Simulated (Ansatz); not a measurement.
Response to strain in hypothetical rock salt SbP

The parent structure is SbP in the rock salt structure (space group Fm-3m, No. 225; a = 5.634 Å; a hypothetical phase, not in the database extracts checked; relaxed with 0.1 eV smearing). Axes: x, y, z lie along the cube axes.

Strains are applied to the cell and any free atomic positions relax; under biaxial strain the out-of-plane vector relaxes too; under stress the whole cell relaxes.

Level of theory: DFT with PBE, PAW potentials and a 420 eV plane-wave cutoff in Ansatz (a quantum-chemistry and plane-wave program), spin-orbit coupling left out.

Notes on the quantities. energy relative to the base: free energy F.

```json
[
 {"change": "base", "shortest interatomic distance": "5.323 bohr", "energy relative to the base": "0 meV/atom"},
 {"change": "biaxial strain +0.89 %, plane normal [001], relaxed out of plane", "shortest interatomic distance": "5.313 bohr", "energy relative to the base": "+2.1 meV/atom"},
 {"change": "isotropic strain −0.34 %", "shortest interatomic distance": "5.305 bohr", "energy relative to the base": "+0.5 meV/atom"},
 {"change": "isotropic strain +0.22 %", "shortest interatomic distance": "5.335 bohr", "energy relative to the base": "+0.2 meV/atom"},
 {"change": "isotropic strain +2.63 %", "shortest interatomic distance": "5.463 bohr", "energy relative to the base": "+30 meV/atom"},
 {"change": "isotropic strain +3.66 %", "shortest interatomic distance": "5.518 bohr", "energy relative to the base": "+56 meV/atom"},
 {"change": "isotropic strain +4.92 %", "shortest interatomic distance": "5.585 bohr", "energy relative to the base": "+97 meV/atom"},
 {"change": "uniaxial strain ε_xx = −1.29 %", "shortest interatomic distance": "5.255 bohr", "energy relative to the base": "+2.2 meV/atom"},
 {"change": "uniaxial strain ε_xx = +0.84 %", "shortest interatomic distance": "5.323 bohr", "energy relative to the base": "+0.9 meV/atom"},
 {"change": "uniaxial stress, 3 GPa tension along x", "shortest interatomic distance": "5.313 bohr", "energy relative to the base": "+4.0 meV/atom"}
]
```

Stability under load was not tested beyond the relaxation. All final runs are without spin polarisation.
